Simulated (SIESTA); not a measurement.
**Several settings converged on HfSb4Mo (Cm, 6 atoms in the cell)**

```
HfSb4Mo
1.0
    5.13331    -1.82428     0.00000
    5.13331     1.82428     0.00000
   -4.15957     0.00000     7.28913
Hf Sb Mo
1 4 1
Direct
  0.15417   0.15417   0.19762
  0.85895   0.85895   0.47690
  0.15648   0.15648   0.54617
  0.39566   0.39566   0.09418
  0.59104   0.59104   0.88389
  0.84752   0.84752   0.80810
```

Base method: GGA PBEsol, numerical atomic orbitals DZP, PseudoDojo PBEsol standard norm-conserving potentials (rewritten from UPF to PSML) (SIESTA).

Base settings: XC.functional = GGA; XC.authors = PBEsol; potentials = PseudoDojo PBEsol standard; PAO.BasisSize = DZP; PAO.EnergyShift = 0.01 Ry; MeshCutoff = 300 Ry; kgrid.MonkhorstPack = 3 3 2; OccupationFunction = MP; OccupationMPOrder = 0; ElectronicTemperature = 0.136 eV.

Core times come from one kind of shared machine, to one figure; runs under 30 s give none.

**The k-point mesh**

The second cell is the first with its lattice scaled by 0.98.

Only quantities that move along the ladder and can be compared are tabulated.

| kgrid.MonkhorstPack | free energy less the last step's (meV/atom) | energy of the compressed cell less the first (meV/atom) | pressure (GPa) | largest difference of a force vector from the last step's (eV/Å) | core time / last (rough) |
|---|---|---|---|---|---|
| 2 2 1 | 36.40 | 22.17 | -1.15 | 0.505 | 0.4 |
| 3 3 2 | -3.96 | 27.51 | -0.57 | 0.152 | 0.4 |
| 4 4 2 | -0.82 | 28.45 | -0.47 | 0.111 | 0.4 |
| 5 5 3 | 0.94 | 28.07 | -0.51 | 0.055 | 0.4 |
| 7 7 3 | -0.18 | 27.94 | -0.53 | 0.024 | 0.6 |
| 9 9 5 | 0.13 | 28.01 | -0.52 | 0.009 | 0.7 |
| 10 10 5 | 0.07 | 28.02 | -0.52 | 0.008 | 0.9 |
| 13 13 6 | 0.00 | 28.00 | -0.52 | 0.000 | 1 |

Coarsest kgrid.MonkhorstPack that holds the forces within 0.02 eV/Å of the last step, with all finer ones: 9 9 5; the step before is off by 0.024 eV/Å.

Coarsest kgrid.MonkhorstPack that holds the energy of the compressed cell less the first within 1 meV/atom of the last step, with all finer ones: 3 3 2, at about 0.4 of the last step's time; the step before is off by 5.8 meV/atom.

Coarsest kgrid.MonkhorstPack that holds the free energy within 5 meV/atom of the last step, with all finer ones: 3 3 2, at about 0.4 of the last step's time; the step before is off by 36 meV/atom.

The energy difference between the two cells stays within 1 meV/atom of the last step's from 3 3 2 on, the total only from 4 4 2 on: much of the error is common to both cells and cancels.

**The width of Gaussian smearing**

The mesh stays at the base's, so the ladder's end is converged at best in this setting alone.

Only quantities that move along the ladder and can be compared are tabulated; the gap is left out on so coarse a mesh.

| ElectronicTemperature | free energy less the last step's (meV/atom) | pressure (GPa) | largest difference of a force vector from the last step's (eV/Å) | core time / last (rough) |
|---|---|---|---|---|
| 1 eV | -94.89 | 0.77 | 0.220 | 0.7 |
| 0.5 eV | -14.69 | -0.39 | 0.138 | 0.6 |
| 0.2 eV | -1.56 | -0.56 | 0.062 | 1.0 |
| 0.1 eV | -0.19 | -0.57 | 0.020 | 0.9 |
| 0.02 eV | 0.00 | -0.58 | 0.000 | 1 |

Widest ElectronicTemperature that holds the free energy within 5 meV/atom of the last step, with all finer ones: 0.2 eV; the step before is off by 15 meV/atom.

Widest ElectronicTemperature that holds the forces within 0.01 eV/Å: not settled: the last two steps still differ by 0.020 eV/Å, over half the tolerance, so the ladder does not show it.

Widest ElectronicTemperature that holds the pressure within 0.05 GPa of the last step, with all finer ones: 0.2 eV; the step before is off by 0.19 GPa.

On the base run: the starting cell comes from a database of computed structures (which also holds hypothetical and non-ambient phases and stackings), without a prior relaxation at this level. Its lattice was rescaled by up to half a per cent. One atom was moved a little off its site on purpose. Spin polarisation is off. Values carry the incompleteness of an atom-centred basis.
